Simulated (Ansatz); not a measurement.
The parent structure is TaAs in the CsCl type structure (space group Pm-3m, No. 221; a = 3.215 Å; a hypothetical phase, not in the database extracts checked; relaxed with 0.1 eV smearing). Axes: x, y, z lie along the cube axes.

(Cell as relaxed with PBE.)

Levels (all Ansatz, a quantum-chemistry and plane-wave program, PAW): PBE (420 eV, no spin-orbit coupling); PBEsol (420 eV, without spin-orbit coupling).

Each level relaxes its own structure.

| base | PBE | PBEsol |
|---|---|---|
| volume per atom | 16.62 Å³ | 16.05 Å³ |
| lattice parameter a | 3.215 Å | 3.178 Å |
| band gap | zero | zero |

Modification: tensile biaxial strain of 2.18 % in the plane normal to [001], as in epitaxy on a mismatched substrate; the out-of-plane cell vector and the atoms relax.

```csv
quantity,PBE,PBEsol
shortest interatomic distance,2.815 Å,2.783 Å
"pressure (mean of the normal stresses, compression positive)",-5.3 GPa,-5.7 GPa
out-of-plane strain,-1.07 %,-1.11 %
```

PBE's shortest interatomic distance lies 0.032 Å above PBEsol's (1.2 %); PBE's pressure lies 0.4 GPa above PBEsol's; PBE's out-of-plane strain lies 0.046 % above PBEsol's. Neither level is exact; PBEsol is the comparison here, not a measurement.

Whether these cells are dynamically stable was not tested. All final runs are without spin polarisation.
